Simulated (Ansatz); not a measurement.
The starting structures come from a database of crystals and need not be the phases stable at ambient conditions.

By PBEsol, the system below comes out a metal.

A figure of merit of an interconnect metal is its ballistic conductance per area.

Data:

```xyz
4
Lattice="3.1580 0.0000 0.0000 0.0000 5.8192 0.0000 0.0000 0.0000 5.9204" Properties=species:S:1:pos:R:3 pbc="T T T"
In     3.1303     0.0000     0.0000
In     0.0278     2.9096     2.9602
Sb     2.2833     2.9096     0.0000
Sb     0.8748     0.0000     2.9602
```

Space group of this cell: Pmmn. The cell is strained (lengths across the current scaled by 0.98, ions clamped); by PBEsol its mean pressure is -0.9 GPa.

The current flows along the normal of the first two printed cell vectors. No spin-orbit coupling; the value is a mean over 0.1 eV about the Fermi level.

Q: Predict the ballistic conductance per area from PBEsol run with Ansatz (a first-principles code).

A: 0.63 × 10¹⁵ S/m² for both spins.
